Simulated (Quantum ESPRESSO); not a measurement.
# Cost against accuracy: K_POINTS for TaTc (Pm-3m, 2 atoms in the cell)

```
TaTc
1.0
    3.17495     0.00000     0.00000
    0.00000     3.17495     0.00000
    0.00000     0.00000     3.17495
Ta Tc
1 1
Direct
  0.00000   0.00000   0.00000
  0.50000   0.50000   0.50000
```

Method: LDA (PZ), GBRV 1.5 ultrasoft (LDA) pseudopotentials (plane waves; Quantum ESPRESSO).

Base settings: ecutwfc = 40 Ry; ecutrho = 320 Ry; occupations = smearing; smearing = gaussian; degauss = 0.0036749 Ry; potentials = {Ta: ta_lda_v1.uspp.F.UPF, Tc: tc_lda_v1.uspp.F.UPF}; K_POINTS = automatic 14 14 14 0 0 0; conv_thr = 1e-10 Ry; mixing_beta = 0.3.

Misses are taken against the tightest run, automatic 25 25 25 0 0 0, which need not be fully converged itself. The energy is the free energy per atom.

The count of work is k-points × plane waves × bands × iterations; it is no time, and leaves out set-up, grids and terms that scale otherwise. Core times come from one kind of shared machine and are given to one figure; runs under 30 s give none.

The starting cell comes from a database of computed structures (which also holds hypothetical and non-ambient phases and stackings), without a prior relaxation at this level. Spin polarisation is off. In the base run, with a pressure of about -12 GPa the cell is away from its equilibrium volume at this level.

The runs (K_POINTS): automatic 1 1 1 0 0 0 | automatic 2 2 2 0 0 0 | automatic 3 3 3 0 0 0 | automatic 4 4 4 0 0 0 | automatic 5 5 5 0 0 0 | automatic 6 6 6 0 0 0 | automatic 7 7 7 0 0 0 | automatic 8 8 8 0 0 0 | automatic 10 10 10 0 0 0 | automatic 11 11 11 0 0 0 | automatic 14 14 14 0 0 0 | automatic 16 16 16 0 0 0 | automatic 20 20 20 0 0 0 | automatic 25 25 25 0 0 0.

### Question
Which is the coarsest setting among those run that, with all tighter ones, holds the energy within 20 meV/atom of the reference, and what does it save?

### Answer
automatic 4 4 4 0 0 0, off by 3.6 meV/atom; it needs 0.022 of the reference's count of work.

### Question
Which is the coarsest setting among those run that, with all tighter ones, holds the energy within 10 meV/atom of the reference, and what does it save?

### Answer
automatic 8 8 8 0 0 0, off by 2.7 meV/atom; it needs 0.072 of the reference's count of work. The coarser automatic 4 4 4 0 0 0 also lies inside, but a setting between leaves the range again, so that is luck.

### Question
What does the step from automatic 4 4 4 0 0 0 to automatic 10 10 10 0 0 0 buy?

### Answer
It takes the miss in the energy from 3.6 to 0.40 meV/atom, for 5.2 times the count of work.

```csv
K_POINTS,energy less reference (meV/atom),pressure less reference (GPa),count of work / reference,core time / reference (rough)
automatic 1 1 1 0 0 0,-4069.70,-45.92,0.0019,–
automatic 2 2 2 0 0 0,1017.46,-2.49,0.0093,–
automatic 3 3 3 0 0 0,84.38,2.22,0.014,–
automatic 4 4 4 0 0 0,3.64,-0.55,0.022,–
automatic 5 5 5 0 0 0,11.55,0.41,0.019,–
automatic 6 6 6 0 0 0,3.99,-0.25,0.044,–
automatic 7 7 7 0 0 0,17.77,0.61,0.047,–
automatic 8 8 8 0 0 0,2.75,0.30,0.072,–
automatic 10 10 10 0 0 0,0.40,-0.07,0.11,–
automatic 11 11 11 0 0 0,-0.53,0.14,0.11,0.3
automatic 14 14 14 0 0 0,1.28,0.12,0.28,0.4
automatic 16 16 16 0 0 0,0.44,-0.08,0.31,0.4
automatic 20 20 20 0 0 0,0.29,0.02,0.58,0.6
automatic 25 25 25 0 0 0,0.00,0.00,1.0,1
```
